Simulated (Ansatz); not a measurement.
Given:

Host crystal: monoclinic ZrO2, with a band gap (PBE, scalar-relativistic without spin-orbit coupling).

End structure of CO on the 1x1 (100) surface of monoclinic ZrO2 (cut with top plane 2 O), one in a 1x1 cell, started at the site 'over Zr at depth 1.1 Å':

```xyz
26
Lattice="5.2418 0.0000 0.0000 0.0000 5.3788 0.0000 0.0000 0.0000 29.0000" Properties=species:S:1:pos:R:3 pbc="T T T"
O      1.0287     4.6930     9.7952
O      1.5922     2.0036     9.7952
Zr     0.3851     0.8845    10.8571
Zr     2.2357     3.5739    10.8571
O      3.8845     4.8514    11.6201
O      3.9781     2.1620    11.6201
O      1.2717     2.3532    12.3069
O      1.3492     5.0426    12.3069
Zr     2.9062     0.9371    13.0821
Zr     4.9565     3.6265    13.0821
O      3.4997     2.6974    14.1411
O      4.3629     5.3869    14.1411
O      0.8754     3.6241    14.8586
O      1.7382     0.9372    14.8579
Zr     0.2848     0.0049    15.9206
Zr     2.3420     2.6942    15.9164
O      3.8870     3.9739    16.7061
O      3.9663     1.2839    16.7042
O      1.2754     1.4671    17.3839
O      1.3570     4.1460    17.3664
Zr     3.0135     0.0460    18.2075
Zr     4.8852     2.7355    18.1029
O      3.7444     1.6094    19.2436
O      4.2625     4.3000    19.2240
C      1.6911    -0.0864    20.3986
O      1.3609    -0.0740    21.4800
```

Slab: 26 atoms, 9.4 Å thick at the start under the adsorbate (thin: gaps and levels are the slab's own); k 4x4x1, smearing 0.01 eV, dipole-corrected; 12 atoms held, the rest relaxed; no symmetry held; no spin, no spin-orbit, no U, no dispersion correction. At the end it is bonded to Zr. In PBE it is, or lies within 0.03 eV of, the lowest of the starts that converged.

A negative adsorption energy means that the adsorbate is more stable on the surface than in its reference.

Task: Predict the adsorption energy against CO(g) from PBE in Ansatz (an electronic-structure program).

Result: -0.46 eV

Task: What change of the step from the bottom to the top vacuum level, against the clean slab does PBE give?

Result: -0.79 eV

Task: What highest filled level below the top vacuum level does PBE give?

Result: 6.46 eV

Task: Give the gap of the slab on its k-mesh at the level PBE.

Result: 3.14 eV
